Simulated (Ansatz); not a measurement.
Al, pressure series

Base system: Al (space group P6_3/mmc, No. 194; a = 2.829 Å, c = 9.369 Å; a cell from a computed database, its experimental status unchecked).

Cell and atoms are relaxed at each pressure.

Computed with PBEsol (Ansatz, a first-principles code, PAW, without spin-orbit coupling).

Notes on the quantities. enthalpy: H = E + PV relative to the base's energy.

| variant | c/a ratio | lattice parameter a | enthalpy |
|---|---|---|---|
| base | 3.311 | 2.829 Å | – |
| pressure −1 GPa | 3.315 | 2.840 Å | -0.10 eV/atom |
| pressure 0.3 GPa | 3.310 | 2.826 Å | +0.03 eV/atom |
| pressure 0.7 GPa | 3.309 | 2.822 Å | +0.07 eV/atom |
| pressure 1.5 GPa | 3.304 | 2.815 Å | +0.15 eV/atom |
| pressure 3 GPa | 3.297 | 2.801 Å | +0.30 eV/atom |
| pressure 5 GPa | 3.288 | 2.785 Å | +0.49 eV/atom |
| pressure 7.5 GPa | 3.281 | 2.766 Å | +0.73 eV/atom |
| pressure 10 GPa | 3.276 | 2.748 Å | +0.96 eV/atom |

Load acts through the strain it causes; cell and atoms are relaxed under it. Whether these cells are dynamically stable was not tested. Competing high-pressure phases were not computed. This is not the structure that Al has at room temperature and ambient pressure.
